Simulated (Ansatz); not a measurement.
The starting structures come from a database of crystals and need not be the phases stable at ambient conditions.

By PBEsol, the system below comes out a metal.

A figure of merit of an interconnect metal is its ballistic conductance per area.

Consider the following.

```
CELL_PARAMETERS angstrom
      3.87261     0.00000     0.00000
      0.00000     4.91621     0.00000
      1.93630     0.00000     3.35378
ATOMIC_POSITIONS crystal
  Si 0.66667 0.75000 0.66667
  Si 0.33333 0.25000 0.33333
  Ni 0.33333 0.75000 0.33333
  Ni 0.66667 0.25000 0.66667
  Ni 0.00000 0.50000 0.00000
  Ni 0.00000 0.00000 0.00000
```

The cell is taken as given.

The current flows along the normal of the first two printed cell vectors, the (100) plane of the conventional cell. No spin-orbit coupling; the value is a mean over 0.1 eV about the Fermi level.

### Question
Estimate the ballistic conductance per area that PBEsol (Ansatz, a quantum-chemistry and plane-wave program) returns for this system.

### Answer
1.0 × 10¹⁵ S/m² for both spins.
